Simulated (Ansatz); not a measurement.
## Element substitutions in La2O3

Base system: La₂O₃ (space group P-3m1, No. 164; a = 3.906 Å, c = 6.040 Å).

Each row replaces one element on all its sites; cell and atoms are relaxed.

Levels (all Ansatz, a program for electronic structure, PAW): PBEsol (420 eV, without spin-orbit coupling); r2SCAN (500 eV, no SOC).

Band gaps by level, all at the geometries relaxed with PBEsol:

```csv
case,PBEsol,r2SCAN
base,3.77 eV,4.23 eV
La → Ba,zero,zero
O → Te,0.99 eV,1.33 eV
O → F,zero,zero
```

Other magnetic orders, which the real material may have, were not ruled out. Single points use the geometry relaxed with PBEsol. With Te present, leaving out spin-orbit coupling can change the band edges. Whether these cells are dynamically stable was not tested. As relaxed here, Ba2O3, La2Te3 and La2F3 are hypothetical phases, not in the database extracts checked. Spin-polarised in the final run: PBEsol Ba2O3 and r2SCAN Ba2O3; the other runs are not. An odd electron count without spin: La2F3.
